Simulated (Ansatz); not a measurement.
Ansatz (a quantum-chemistry and plane-wave program) run on Mg3Au (P3m1, 8 atoms in the cell): relaxation of the atoms.

Computed with LDA (PW92), default PAW files made with PBE (plane waves; Ansatz).

The change in words: one atom moved by 0.15 angstrom; relax: default → atoms; relax.f_tol: default → 0.2 eV/Å. Reference geometry:
```
CELL_PARAMETERS angstrom
      4.64986     0.00000     0.00000
     -2.32493     4.02690     0.00000
      0.00000     0.00000     8.45142
ATOMIC_POSITIONS crystal
  Mg 0.00000 0.00000 0.25000
  Mg 0.00000 0.00000 0.75000
  Mg 0.33333 0.66667 0.92263
  Mg 0.66667 0.33333 0.07737
  Mg 0.66667 0.33333 0.42263
  Mg 0.33333 0.66667 0.57737
  Au 0.33333 0.66667 0.25000
  Au 0.66667 0.33333 0.75000
```

Reference input (self-consistent single point, DFT, LDA (PW92), plane waves, default PAW files made with PBE): basis.ecutwfc = 420 eV; kpoints.mp_grid.grid = 7 7 3; hamiltonian.xc = lda; hamiltonian.pseudopotentials = {kind: paw} (the program's default PAW files); scf.occupations.method = gaussian; scf.occupations.width = 0.1 eV. This run's input differs from it in these lines:

```diff
@@ -6,3 +6,3 @@
   atoms:
-    - { symbol: Mg, position: [0.000000, 0.000000, 0.250000] }
+    - { symbol: Mg, position: [0.000000, 0.000000, 0.267748] }
     - { symbol: Mg, position: [0.000000, 0.000000, 0.750000] }
@@ -23,2 +23,4 @@
   occupations: { method: gaussian, width: 0.1 }
+relax:
+  f_tol: 0.2
 output:
```

The program printed (abridged):

```
   [... SCF lines of the steps left out ...]
relax step   1: F+E_penalty+E_count = -37142.95203637 eV  Δ(F+E_penalty+E_count) = +0.000e0 eV  max|allowed force component| = 2.191e-1 eV/Å  Δτ_max = 0.0000 Å  (6 SCF iters, dr2 threshold 1.00e-4 eV, accepted)
relax step   2: F+E_penalty+E_count = -37142.96730169 eV  Δ(F+E_penalty+E_count) = -1.527e-2 eV  max|allowed force component| = 7.244e-2 eV/Å  Δτ_max = 0.1170 Å  (8 SCF iters, accepted)
the relaxation is at rest under the 6 symmetry operations that the run kept from its start: a minimum is not shown …
Free energy (F): -37142.967302 eV
Internal energy: -37142.955319 eV  (E = F + TS)
E sigma→0 (E₀):  -37142.961310 eV
Entropy (-TS):   -0.011982 eV (-1.498 meV/atom)
Fermi energy:    9.162036 eV
--- Forces (eV/Å), atoms counted from 1 ---
  atom   1  Mg     0.00000000    -0.00000000    -0.00298565
  atom   2  Mg     0.00000000     0.00000000     0.00289192
  atom   3  Mg     0.00000000    -0.00000000     0.00162854
  atom   4  Mg     0.00000000     0.00000000    -0.03488180
  atom   5  Mg     0.00000000     0.00000000    -0.02313054
  atom   6  Mg     0.00000000    -0.00000000     0.00660254
   [... lines left out ...]
    - { symbol: Mg, position: [0.6666666666666665, 0.3333333333333333, 0.4265095775605522] }
    - { symbol: Mg, position: [0.3333333333333333, 0.6666666666666666, 0.5781986011900607] }
    - { symbol: Au, position: [0.3333333333333333, 0.6666666666666666, 0.24985400524939896] }
    - { symbol: Au, position: [0.6666666666666665, 0.3333333333333333, 0.7535665188844598] }
```

The run converged.  The full log also holds: “iter 5 did not close the SCF: its close was put off for the readings that it lacked (scf_convergence_deferred on its scf_iter line)”.

Summary of the result:
- Free energy E − TS (on the zero of these files) = -37142.9673 eV
- Fermi level (on the code's own zero) = 9.16 eV
- Pressure = -2.11 GPa
- Largest force (vector length) = 0.072 eV/Å
- Relaxation steps = 2

The starting cell comes from a database of computed structures (which also holds hypothetical and non-ambient phases and stackings), without a prior relaxation at this level. Its lattice was rescaled by up to half a per cent. For this run, on top of that: one atom moved by 0.15 angstrom. The relaxation keeps the symmetry of its start, so its end need not be a minimum. Ansatz's pressure includes its estimate of the finite-basis (Pulay) stress.

Keys are those of Ansatz 0.2.
